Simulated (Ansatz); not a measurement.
We consider TiO₂ (Pbca, No. 61), described by HSE06 (Ansatz, an electronic-structure program, PAW).

Numerical settings: plane-wave cutoff 460 eV, 4×2×4 k mesh (along the axes of the cell as run), Fermi–Dirac smearing 0.01 eV, no spin polarisation, scalar-relativistic PAW data made under PBE.

Cell (relaxed with PBEsol):

```
TiO2
1.0
    5.11868     0.00000     0.00000
    0.00000     9.16995     0.00000
    0.00000     0.00000     5.43991
Ti O
8 16
Cartesian
  0.70620   3.40278   2.20238
  4.41248   5.76717   3.23753
  1.85314   5.76717   4.92233
  3.26554   3.40278   0.51758
  3.26554   1.18219   3.23753
  1.85314   7.98776   2.20238
  4.41248   7.98776   0.51758
  0.70620   1.18219   4.92233
  2.37854   2.47561   2.12535
  2.74015   6.69434   3.31456
  0.18080   6.69434   4.84531
  4.93788   2.47561   0.59460
  4.93788   2.10936   3.31456
  0.18080   7.06059   2.12535
  2.74015   7.06059   0.59460
  2.37854   2.10936   4.84531
  4.17557   0.09478   4.63229
  0.94311   9.07517   0.80762
  3.50245   9.07517   1.91233
  1.61623   0.09478   3.52758
  1.61623   4.49020   0.80762
  3.50245   4.67975   4.63229
  0.94311   4.67975   3.52758
  4.17557   4.49020   1.91233
```

Task: What does this level give for the band gap?

Result: 
band gap: 3.88 eV (on the SCF k mesh) (direct)

Measured, for comparison: band gap 3.26 eV (temperature not stated, not corrected to a static lattice; as tabulated in Wikipedia's data pages). Computed (rounded) less measured: band gap +0.62 eV.

Note: cell and atoms aren't relaxed at this level (largest force component 0.17 eV/Å, pressure -0.9 GPa).

The computed numbers hold no vibrational or temperature effects.

Computing time: roughly 10 core-minutes.
